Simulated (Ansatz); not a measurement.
**CoGe (P2₁3, No. 198, 8 atoms in the cell; start mp-10692)**

These are LDA in Ansatz (PAW) values and carry that method's errors.

Run with plane-wave cutoff 500 eV, 10×10×10 k mesh, Fermi–Dirac smearing 0.05 eV, no spin polarisation, scalar-relativistic PAW data made under PBE.

Cell (relaxed at this level):

Space group P2₁3 (No. 198); a = b = c = 4.5253 Å, α = β = γ = 90.00°

```tsv
atom	site	symmetry	x	y	z
Co	4a	.3.	0.1384	0.1384	0.1384
Ge	4a	.3.	0.8399	0.8399	0.8399
```

| Item | Value |
|---|---|
| band gap | none |

Note: the relaxation could not lower the start's symmetry, so the cell can be a saddle point above a distorted one.

Spin–orbit coupling is not included.

Static lattice: no zero-point or thermal effects.

A start named mp-… is a Materials Project structure, which need not be a measured phase.

Ansatz is a program for electronic structure.
